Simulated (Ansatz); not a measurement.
Consider the following.

```
CELL_PARAMETERS angstrom
      0.00000     3.14479     3.14479
      3.14479     0.00000     3.14479
      3.14479     3.14479     0.00000
ATOMIC_POSITIONS crystal
  S  0.25000 0.25000 0.25000
  Hg 0.00000 0.00000 0.00000
```

No spin polarisation.

Calculations: PBE, PAW, 420 eV (Ansatz, a quantum-chemistry and plane-wave program; no spin-orbit coupling). Γ-centred 10×10×10 mesh, Fermi–Dirac width 0.05 eV.

What pressure does the calculation give?

-5.1 GPa.

What is the computed band gap?

Zero.

Estimate the space group.

F-43m (No. 216).

The mesh was chosen for an insulator and is coarse for the gapless case. With Hg present, leaving out spin-orbit coupling can change the band edges. The cells carry an imposed strain or load. No phonon test of stability was made. The final runs are not spin-polarised. The cell was made from HgS in the zinc blende structure (space group F-43m, No. 216) by this change: isotropic strain +4.97 %. A zero or small gap of HgS can be the functional's error rather than a property of the material.
